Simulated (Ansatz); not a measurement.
Start from ZrB₂ (space group P6/mmm, No. 191; a = 3.171 Å, c = 3.542 Å; relaxed with 0.1 eV smearing).

Level of theory: DFT with PBE, PAW potentials and a 420 eV plane-wave cutoff in Ansatz (a first-principles code), scalar-relativistic without spin-orbit coupling.

Strains are applied to the cell and any free atomic positions relax.

One change was made to it. Results:

The band gap is still zero; the pressure (mean of the normal stresses, compression positive) goes from zero to -6.7 GPa; the energy goes up by 6.7 meV/atom.

### Question
Which of these changes matches the shifts?
(A) isotropic strain −3.00 %
(B) isotropic strain +0.50 %
(C) isotropic strain +1.00 %
(D) isotropic strain −2.50 %

### Answer
C, isotropic strain +1.00 %. For comparison, the energy relative to the base in the other runs: isotropic strain −2.50 % gives +46 meV/atom; isotropic strain −3.00 % gives +68 meV/atom; isotropic strain +0.50 % gives +1.7 meV/atom.

No phonon test of stability was made. The final runs are not spin-polarised.
